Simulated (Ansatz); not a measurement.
## Migration barriers: interstitial K in beta Ga2O3, charge state +1

Defect migration in beta Ga2O3: interstitial K, charge state +1. Level of theory: PBE, PAW (plane waves to 420 eV; Ansatz, a first-principles code).

120-site cell at the relaxed PBE lattice, the Γ point alone, smearing 0.01 eV, spin-restricted, no finite-size correction. Static, classical nuclei. The charge state is imposed; whether it is stable for some Fermi level was not computed. Sites that were not tried may lie lower.

Barriers: single points on a 2×2×2 k-point mesh shifted by half a step at the bands' geometries (they differ from the bands' own by up to 0.10 eV, and are uncertain by about as much).

| Route | Start site over the lowest site run (eV) | Hop (Å) | Forward barrier (eV) | Backward barrier (eV) | Neighbours at the start | Neighbours at the saddle | Saddle order | Forward, on the band's own sampling (eV) |
|---|---|---|---|---|---|---|---|---|
| several atoms move together, K the farthest | 0.00 | 1.70 | 0.26 | 0.26 | 2 Ga at 2.62, Ga at 2.74, Ga at 2.81; O at 2.21, 2 O at 2.33, 2 O at 2.58, O at 2.73 Å | 2 Ga at 2.63, 2 Ga at 2.82; 2 O at 2.25, 2 O at 2.58, 2 O at 2.65 Å | not checked, on a symmetry element | 0.24 |
| several atoms move together, K the farthest | 0.06 | 3.15 | 2.12 | 2.12 | Ga at 2.63; O at 2.25, 2 O at 2.34, O at 2.55, 2 O at 2.64, O at 2.88 Å | 2 Ga at 2.74, 2 Ga at 2.76, 2 Ga at 2.87; 2 O at 2.24, 2 O at 2.60, 2 O at 2.62 Å | not checked, on a symmetry element | 2.18 |
| several atoms move together, K the farthest | 0.00 | 3.29 | 2.64 | 2.58 | 2 Ga at 2.62, Ga at 2.74, Ga at 2.81; O at 2.21, 2 O at 2.33, 2 O at 2.58, O at 2.73 Å | 2 Ga at 2.51, Ga at 2.66, 2 Ga at 2.73; 2 O at 2.17, O at 2.34, O at 2.40, O at 2.44, O at 2.66 Å | not checked, on a symmetry element | 2.72 |

Paths come from CI-NEB runs. Of the routes that converged and passed our checks, the lowest saddle point lies 0.26 eV above the lowest of the sites run (several atoms move together, K the farthest); other sites, such as split forms, and other routes may lie lower. A band can be held on a symmetry element, so unchecked saddle points there may be too high.

The whole set of runs took around 4 core-hours (rough).
